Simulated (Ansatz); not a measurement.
Results of r²SCAN-D4 (plane waves, PAW; Ansatz, an electronic-structure program) for fluorite CoSi2.

Numerical settings: plane-wave cutoff 560 eV, 18×18×18 k mesh, Fermi–Dirac smearing 0.05 eV, no spin polarisation, scalar-relativistic PAW data made under PBE.

Energies at three volumes about the minimum:

| V (Å³/atom) | E − E_lowest (meV/atom) |
|---|---|
| 12.149 | 3.24 |
| 12.397 | 0.00 |
| 12.645 | 3.01 |

Fit a parabola by hand: where is the minimum, what lattice constant follows, and what is the bulk modulus?

Slopes: (0.00 − 3.24)/(12.397 − 12.149) = -13.065 and (3.01 − 0.00)/(12.645 − 12.397) = 12.137 meV/Å³. Curvature E″ = 2 × (12.137 − (-13.065))/(12.645 − 12.149) = 101.621 meV/Å⁶. From the middle of the first interval, the slope vanishes at V0 = 12.2730 − (-13.065)/101.621 = 12.402 Å³/atom. B = V0 E″ = 12.402 × 101.621 meV/Å³ × 0.1602 GPa per meV/Å³ = 202 GPa. With 12 atoms in the cube, a = (12 × 12.402)^(1/3) = 5.299 Å. The full Birch–Murnaghan fit to all volumes gives V0 = 12.397 Å³/atom and B0 = 202 GPa.

Measured, for comparison: lattice constant a 5.365 Å (room temperature, no zero-point or thermal correction; as tabulated in Hegde and Bowen (2014), arXiv:1405.1317).
